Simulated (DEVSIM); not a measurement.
Structure: abrupt Si n-p junction, at 300 K.

| layer (left to right) | material | thickness (μm) | Nd (cm⁻³) | Na (cm⁻³) | τn (s) | τp (s) |
|---|---|---|---|---|---|---|
| 1 | Si | 8.10 | 6.2e17 | - | 0.00014 | 0.00014 |
| 2 | Si | 2.30 | - | 1.6e15 | 0.00014 | 0.00014 |

Left contact: ohmic. Right contact: ohmic. Voltage is applied to the left contact. Recombination: SRH at mid-gap, Auger. Mobility is constant in doping.

Constants are typed, rounded textbook-type inputs, not results; the design itself was drawn at random and stands for no fabricated device. Values at 300 K.

| parameter | Si |
|---|---|
| gap (eV) | 1.124 |
| affinity (eV) | 4.05 |
| permittivity | 11.7 |
| Nc (cm⁻³) | 2.86e19 |
| Nv (cm⁻³) | 3.1e19 |
| μn (cm²/Vs) | 1417 |
| μp (cm²/Vs) | 470 |
| Cn (cm⁶/s) | 2.8e-31 |
| Cp (cm⁶/s) | 9.9e-32 |

Simulated with DEVSIM: 1D drift-diffusion, Boltzmann statistics, complete ionisation; no tunnelling, impact ionisation, image-force lowering or self-heating.

### Question
Tabulate band edges, carrier densities and field at zero bias.

### Answer
Energies count from the Fermi level of the right contact; mesh points crowd at the junctions.

```
x (μm)   Ec (eV)  Ev (eV)  n (cm⁻³)  p (cm⁻³)  field (V/cm)
-------  -------  -------  --------  --------  ------------
0.000      0.099   -1.025    6.2e17       190           ≈ 0
0.02806    0.099   -1.025    6.2e17       190           ≈ 0
0.09338    0.099   -1.025    6.2e17       190           ≈ 0
0.2299     0.099   -1.025    6.2e17       190           ≈ 0
0.7055     0.099   -1.025    6.2e17       190           ≈ 0
1.619      0.099   -1.025    6.2e17       190           ≈ 0
3.527      0.099   -1.025    6.2e17       190           ≈ 0
6.455      0.099   -1.025    6.2e17       190           ≈ 0
7.383      0.099   -1.025    6.2e17       190           ≈ 0
7.781      0.099   -1.025    6.2e17       190           ≈ 0
7.972      0.099   -1.025    6.2e17       190           ≈ 0
8.071      0.099   -1.025    6.2e17       190           260
8.100      0.126   -0.998    2.2e17       530         44000
8.128      0.203   -0.921    1.1e16     11000         20000
8.224      0.365   -0.759    2.1e13   5500000         15000
8.392      0.589   -0.535     3.7e9    3.2e10         11000
8.779      0.841   -0.283    210000    5.6e14          2300
9.500      0.869   -0.255     73000    1.6e15           ≈ 0
10.10      0.869   -0.255     73000    1.6e15           ≈ 0
10.28      0.869   -0.255     73000    1.6e15           ≈ 0
10.36      0.869   -0.255     73000    1.6e15           ≈ 0
10.40      0.869   -0.255     73000    1.6e15           ≈ 0
```
